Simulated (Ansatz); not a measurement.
The reference is Ge in the diamond structure (space group Fd-3m, No. 227; a = 5.674 Å).

Calculations: DFT with r2SCAN, PAW potentials and a 500 eV plane-wave cutoff in Ansatz (an electronic-structure program), without spin-orbit coupling.

One change was made to it. Results:

```csv
quantity,base,after
volume per atom,22.84 Å³,22.30 Å³
band gap,0.36 eV,0.52 eV
```

Task: What was done to the base?
A) pressure −2 GPa
B) pressure 18 GPa
C) pressure 1.8 GPa
D) pressure 30 GPa
E) pressure 4.2 GPa

Result: C, pressure 1.8 GPa. For comparison, the volume per atom in the other runs: pressure 4.2 GPa gives 21.68 Å³; pressure −2 GPa gives 23.55 Å³; pressure 18 GPa gives 19.28 Å³; pressure 30 GPa gives 17.96 Å³.

Load acts through the strain it causes; cell and atoms are relaxed under it. No phonon test of stability was made. Measured, Ge leaves this structure (for the β-tin structure) near 10.6 GPa (room temperature; as listed in arXiv:1906.07825).
